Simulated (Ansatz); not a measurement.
Defect migration in zinc-blende GaN: interstitial O, neutral cell. The step: a concerted move, in which N travels most (a rearrangement that moves the defect's centre by under 1 Å); the atom moves 0.87 Å along (-0.14, 0.00, 0.14) of the unit cell; the moving atom starts with neighbours Ga at 1.92, Ga at 1.96, Ga at 1.97; O at 1.47 Å and ends with Ga at 1.92, Ga at 1.96, Ga at 1.97; O at 1.47 Å. DFT values are from Ansatz (plane-wave PAW, 420 eV unless said) in a cell of 64 host sites, spin-restricted, static, with no finite-size correction. The host's phase is taken as given; its stability against other phases was not computed. The charge state is imposed; whether it is stable for some Fermi level was not computed. Sites that were not tried may lie lower. For the PBE band: the saddle point's order was not checked, and it lies on a symmetry element of the cell, where a band can be held.

| Level | Forward barrier (eV) | Cost of the band or of the saddle's single point |
|---|---|---|
| CHGNet universal potential (has no charge state), its own band | 0.06 | - |
| PBE, one k-point at (0.250, 0.250, 0.250), band relaxed | 0.35 | about 30 core-minutes (a rough figure) |
| PBE, a 2×2×2 k-point mesh shifted by half a step, same geometries | 0.29 | roughly 2.8 core-minutes |
| r2SCAN at 500 eV, one k-point at (0.250, 0.250, 0.250), same geometries | 0.28 | roughly 2.1 core-minutes |

Ansatz is a quantum-chemistry and plane-wave program.
